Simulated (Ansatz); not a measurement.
Al (Fm-3m), Ansatz (a quantum-chemistry and plane-wave program) with PBEsol, DFPT electron-phonon coupling, linearised Boltzmann equation: phonon-limited resistivity 2.31 μΩ·cm at 300 K, 3.22 μΩ·cm at 400 K, current-weighted mean free path 23 nm, Drude plasma energy 12.42 eV.

Q: Estimate the electronic thermal conductivity at 300 K by the Wiedemann-Franz law (L₀ = 2.44×10⁻⁸ W·Ω/K²).

A: L₀T/ρ = 2.44×10⁻⁸ × 300/(2.31×10⁻⁸) = 317 W/(m·K). Inelastic scattering puts the true Lorenz number somewhat under L₀ near and below the Debye temperature.

Q: What temperature coefficient of resistance follows, and how does it compare with 1/T?

A: (ρ₄₀₀ − ρ₃₀₀)/(100 K × ρ₃₀₀) = 3.94×10⁻³ K⁻¹, against 1/T = 3.33×10⁻³ K⁻¹ for a resistivity proportional to T. It lies higher because phonons are still being populated at 300 K; impurities would add a constant and lower it.

Q: What Drude relaxation time do resistivity and plasma energy imply?

A: ω_p = 1.89e16 s⁻¹, so τ = 1/(ε₀ ω_p² ρ) = 13.7 fs, a damping ħ/τ of 47.9 meV.

A metal at this level (no band gap). Only scattering by harmonic phonons is included (no impurities, grain boundaries, electron-electron scattering or thermal expansion). Spin-orbit coupling is left out. The run warned that the eigensolver left some states short of its tolerance. Halving the electron mesh (36x36x36) moves the resistivity by up to 2 % at 300 K, the mean free path by up to 2 %. Smearing 0.20 eV; phonons on a 6x6x6 q mesh, which this run doesn't test.
